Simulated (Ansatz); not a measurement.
# Response to strain in MoSi2

Take MoSi₂ (space group I4/mmm, No. 139; a = 3.202 Å, c = 7.819 Å) as the base. Axes: x, y, z lie along a, b, c of the conventional cell.

Strains are applied to the cell and any free atomic positions relax; under biaxial strain the out-of-plane vector relaxes too.

Level of theory: Ansatz (an electronic-structure program) r2SCAN, no spin-orbit coupling.

Candidates:
(a) biaxial strain −4.37 %, plane normal [001], relaxed out of plane
(b) isotropic strain +0.82 %
(c) biaxial strain +2.12 %, plane normal [001], relaxed out of plane

Notes on the quantities. energy relative to the base: free energy F.

Question: Order them by energy relative to the base, highest first.

Answer: (a) biaxial strain −4.37 %, plane normal [001], relaxed out of plane (+87 meV/atom), (c) biaxial strain +2.12 %, plane normal [001], relaxed out of plane (+18 meV/atom), (b) isotropic strain +0.82 % (+5.4 meV/atom)

A case with no gap was solved on a k-mesh chosen for an insulator, which is coarse for it. Without a gap, meshes like the base's 14×14×14 leave anisotropic stresses uncertain by several tenths of a GPa, and small strain energies with them. Whether these cells are dynamically stable was not tested. The final runs are not spin-polarised.
